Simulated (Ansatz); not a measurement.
# The (331) surface of fcc Au in its 1x1 cell, outermost plane spacing 0.95 Å in the ideal cut

Calculation: r2SCAN, at the PBE geometry (plane waves to 500 eV, PAW; Ansatz, a first-principles code).

Model: 12-atom slab, 10.5 Å thick at the start (thin: gaps and levels are the slab's own), 13x6x1 mesh, Fermi-Dirac 0.1 eV, dipole correction, single point; on the structure that PBE left under its start's symmetry; no spin, no spin-orbit, no U.

```yaml
surface energy (mean of both faces): 1.03 J/m²
work_function_of_the_top_face: 5.02 eV
cost: roughly 9 core-minutes
```
